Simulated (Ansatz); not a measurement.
Results of r²SCAN-D4 (Ansatz, a first-principles code, plane waves, PAW) for 1T (CdI2-type) Ta2C.

Numerical settings: plane-wave cutoff 500 eV, 18×18×8 k mesh (along the axes of the cell as run), Fermi–Dirac smearing 0.05 eV, scalar-relativistic PAW data made under PBE.

Computed at the level's own relaxed cell.

Question: Estimate the volume per atom, equilibrium lattice constant a and lattice parameter c that the calculation returns.

Answer: 
* **volume per atom**: 13.75 Å³/atom
* **equilibrium lattice constant a**: 3.106 Å
* **lattice parameter c**: 4.936 Å

The run finds no gap.

Spin–orbit coupling is not included.

It cost roughly 90 core-seconds of CPU time.
